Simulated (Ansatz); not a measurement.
CsGeCl3 (R3m, No. 160, 5 atoms in the cell; start mp-22988) was calculated with r²SCAN0 in Ansatz (PAW).

Run with plane-wave cutoff 520 eV, 4×4×4 k mesh, Fermi–Dirac smearing 0.01 eV, scalar-relativistic PAW data made under PBE.

Cell (relaxed with PBEsol):

```cif
data_Cl9Cs3Ge3
_chemical_formula_sum 'Cs3 Ge3 Cl9'
_space_group_name_H-M_alt 'R3m :H'
_space_group_IT_number 160
_space_group_name_Hall 'R 3 -2"'
_cell_length_a 7.48538
_cell_length_b 7.48538
_cell_length_c 9.23265
_cell_angle_alpha 90.000
_cell_angle_beta 90.000
_cell_angle_gamma 120.000
loop_
_atom_site_label
_atom_site_type_symbol
_atom_site_symmetry_multiplicity
_atom_site_Wyckoff_symbol
_atom_site_fract_x
_atom_site_fract_y
_atom_site_fract_z
_atom_site_occupancy
Cs1 Cs 3 a 0.00000 0.00000 0.99574 1
Ge1 Ge 3 a 0.00000 0.00000 0.50867 1
Cl1 Cl 9 b 0.17665 0.35330 0.31719 1
```
(The calculation used a cell of 5 atoms; values per cell refer to that cell.)

**Question.** Give the computed band gap and direct gap at Γ.

**Answer.** 
band gap: 2.91 eV (on the SCF k mesh)
direct gap at Γ: 8.69 eV

Note: cell and atoms aren't relaxed at this level (largest force component 0.37 eV/Å, pressure 0.7 GPa).

Spin–orbit coupling is not included.

Static lattice: no zero-point or thermal effects.

It cost very roughly 4 core-minutes of CPU time.

A start named mp-… is a Materials Project structure, which need not be a measured phase.

Ansatz is an electronic-structure program.
